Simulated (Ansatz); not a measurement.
The reference is Mo in the bcc (W type) structure (space group Im-3m, No. 229; a = 3.161 Å; relaxed with 0.1 eV smearing). Axes: x, y, z lie along the cube axes.

Method: Kohn–Sham DFT with the PBE functional, run in Ansatz (a program for electronic structure) with PAW and 420 eV plane waves, scalar-relativistic without spin-orbit coupling.

Modification: an isotropic linear strain of −2.00 %, atoms relaxed at fixed cell.

Question: Predict the stress tensor and what it implies for the stiffness.

Answer: Stress of the strained cell less that of the base (GPa, compression positive):
```
   17.8     0.0     0.0
    0.0    17.8     0.0
    0.0     0.0    17.8
```

Then B = −ΔP/(ΔV/V₀) with ΔV/V₀ = -0.0588 gives secant stiffness values (nonlinear terms included at this strain): B ≈ 304 GPa.

As a check, the harmonic strain energy −½ V₀ Δσ:ε is 53 meV/atom; the computed energy rise is 49 meV/atom.

Whether these cells are dynamically stable was not tested. The final runs are not spin-polarised.
